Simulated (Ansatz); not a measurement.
**Ansatz (a first-principles code) run on HgTe (Cm, 4 atoms in the cell): self-consistent single point**

Method: PBEsol, default PAW files made with PBE (plane waves; Ansatz).

This input was run:

Ansatz 0.2 input:
```yaml
crystal:
  lattice:
    - [2.983542, -3.456529, 0.000000]
    - [2.983542, 3.456529, 0.000000]
    - [0.000000, 0.000000, 5.780766]
  atoms:
    - { symbol: Hg, position_ang: [2.983542, 1.085004, 4.385572] }
    - { symbol: Hg, position_ang: [2.983542, -1.085004, 1.445191] }
    - { symbol: Te, position_ang: [2.983542, -1.968908, 4.335574] }
    - { symbol: Te, position_ang: [2.983542, 1.968908, 1.445191] }
basis:
  ecutwfc: 420.0 eV
kpoints:
  mp_grid: { grid: [6, 6, 5] }
hamiltonian:
  xc: pbesol
  pseudopotentials: { kind: paw }
scf:
  occupations: { method: gaussian, width: 0.1 eV }
output:
  forces: true
  eigenvalues: true
  stress: true
```

Output (repeated stretches shortened):

```
WARN ansatz: RAYON_NUM_THREADS=1 ignored (pool sized by the plan → 1); use --threads N
Pseudopotentials: kind: paw
Pseudopotential: Hg, paw, valence charge 20
Pseudopotential: Te, paw, valence charge 16
Crystal: 4 atoms, lattice volume = 119.231 Å³
Basis set: ecut = 420 eV, 2305 PW (Γ), exchange–correlation on 64×64×80 points (8 copies of the dense FFT grid, shifted against one another)
Bands: 44, of which v1, the nominal top of the filled ones, is band 36 counted from 1 (35 counted from 0)
Symmetry: 2 space group operations
Space group: Cm (ITA 8), of the structure as read, at distance tolerance 4.9e-5 Å
k-points: 55 of 180 (time reversal used)
PAW frozen core: Hg, regenerated for the run's functional, and the local potential with it
PAW frozen core: Te, regenerated for the run's functional, and the local potential with it
Initial density: superposition of atomic densities (neutral atoms: chi_scale 0, normalization atom), corrected by the library's trained network
Initial wavefunctions: pseudopotential atomic-orbital guess
Eigensolver: davidson
Functional: x = pbesol(κ = 0.804, μ = 0.12345679012345678), c = pbesol(β = 0.046)
SCF iter   1: F=—  HF=-41139.107212 eV  |F-HF|=—  |Δ(HF+E_count)|=         —  Δρ=3.13e-3  dr2=1.57e-2  ethr=1.77e-3  ⟨swp⟩=7.5  Hψ=9603  notcnv=0  defer=31
all-band conjugate gradients solve this SCF's bands
preconditioner: auto → LDOS
SCF iter   2: F=—  HF=-41139.103897 eV  |F-HF|=—  |Δ(HF+E_count)|=   3.31e-3  Δρ=2.25e-3  dr2=5.17e-3  ethr=2.19e-5  ⟨swp⟩=2.1  Hψ=4894  notcnv=0  defer=66
SCF iter   3: F=—  HF=-41139.101664 eV  |F-HF|=—  |Δ(HF+E_count)|=   2.23e-3  Δρ=5.78e-4  dr2=3.85e-4  ethr=7.17e-6  ⟨swp⟩=2.0  Hψ=4169  notcnv=0  defer=66
SCF iter   4: F=—  HF=-41139.101544 eV  |F-HF|=—  |Δ(HF+E_count)|=   1.21e-4  Δρ=8.76e-5  dr2=1.36e-5  ethr=5.35e-7  ⟨swp⟩=2.0  Hψ=4125  notcnv=0  defer=66
SCF iter   5: F=—  HF=-41139.101545 eV  |F-HF|=—  |Δ(HF+E_count)|=   9.41e-7  Δρ=1.59e-5  dr2=2.29e-7  ethr=1.89e-8  ⟨swp⟩=2.0  Hψ=3843  notcnv=0  defer=66
SCF iter   6: F=-41139.101545 eV  HF=-41139.101545 eV  |F-HF|=4.25e-8  |Δ(HF+E_count)|=   8.01e-8  Δρ=6.03e-6  dr2=6.91e-8  ethr=1.39e-10  ⟨swp⟩=10.7  Hψ=11449  notcnv=0
SCF 1 converged in 6 iterations: F = -41139.101545 eV  dr2 = 6.91e-8
SCF converged after 6 iterations
Free energy (F): -41139.101545 eV
Harris-Foulkes:  -41139.101545 eV  (|F-HF|=4.25e-8)
Internal energy: -41139.094272 eV  (E = F + TS)
E sigma→0 (E₀):  -41139.097908 eV
Entropy (-TS):   -0.007273 eV (-1.818 meV/atom)
Fermi energy:    10.133774 eV
--- Per-component energies (eV) ---
  E_band       = -1419.799539
  E_kinetic    = 1565.958522
  E_local      = -8371.252900  (includes V_loc(G=0)·N_el)
  E_nonlocal   = -462.863856
  E_hartree    = 4112.481816
  E_xc         = -682.696490
  E_vxc        = -729.160124  (∫ρ·V_xc dr)
  E_paw        = -28770.527494  (= ΣΔE_a)
  E_vpaw       = -1647.452374  (= ΣTr[D̂ρ^β])
  E_aug_tail   = 0.001445  (compensation charges beyond the density's cutoff)
  E_ewald      = -8531.602247
  E_core_change = 1.406933  (= ΣΔE_core)
  E_smearing   = -0.007273  (= −TS)
  E_closure    = 0.000000  (closes the sum)
  Σ components = -41139.101545   (vs F -41139.101545, Δ=0.00e0)
--- Forces (eV/Å), atoms counted from 1 ---
  atom   1  Hg     0.00000000     0.00466686    -0.10241585
  atom   2  Hg     0.00000000    -0.01238455     0.02028192
  atom   3  Te     0.00000000     0.18463911    -0.01634414
  atom   4  Te     0.00000000    -0.17692203     0.09847570
  max |Σ_I F_I| component: 2.37e-6 eV/Å
--- Stress (GPa, compression-positive) ---
       -3.204129       0.000000       0.000000
        0.000000      -2.677096       0.074812
        0.000000       0.074812      -3.301958
  P = ⅓ Tr σ = -3.0611 GPa (-30.611 kbar)
  The stress holds the Pulay correction. Without it, at fixed plane waves, as pw.x and ABINIT print it: P = -3.0924 GPa
--- Band table (eV; the first three rows and the last of 55) ---
  k-point 0: bands = ["-104.4776", "-104.4756", "-52.8899", "-52.8883", "-52.8803", "-52.8768", "-52.8455", "-52.8434", "-26.4491", "-26.4472", "-26.4471", "-26.4438", "-26.3937", "-26.3918", "-26.3916", "-26.3903", "-26.3761", "-26.3745", [...]
  k-point 1: bands = ["-104.4776", "-104.4756", "-52.8899", "-52.8883", "-52.8802", "-52.8770", "-52.8455", "-52.8434", "-26.4490", "-26.4470", "-26.4470", "-26.4440", "-26.3936", "-26.3918", "-26.3917", "-26.3903", "-26.3761", "-26.3746", [...]
  k-point 2: bands = ["-104.4776", "-104.4756", "-52.8899", "-52.8883", "-52.8800", "-52.8772", "-52.8454", "-52.8435", "-26.4489", "-26.4470", "-26.4465", "-26.4445", "-26.3935", "-26.3920", "-26.3918", "-26.3904", "-26.3760", "-26.3746", [...]
  k-point 54: bands = ["-104.4776", "-104.4756", "-52.8900", "-52.8884", "-52.8800", "-52.8772", "-52.8454", "-52.8436", "-26.4488", "-26.4468", "-26.4466", "-26.4445", "-26.3937", "-26.3921", "-26.3909", "-26.3895", "-26.3761", "-26.3747", [...]
```

The run converged in 6 iterations.

The starting cell comes from a database of computed structures (which also holds hypothetical and non-ambient phases and stackings), without a prior relaxation at this level. Its lattice was rescaled by up to half a per cent. One atom was moved a little off its site on purpose. Spin-orbit coupling is off. With a pressure of about -3 GPa the cell is away from its equilibrium volume at this level. Ansatz's pressure includes its estimate of the finite-basis (Pulay) stress. The run gives no clean gap (levels at the Fermi energy touch, overlap or are partly filled at this smearing), which alone does not show that the compound is a metal.
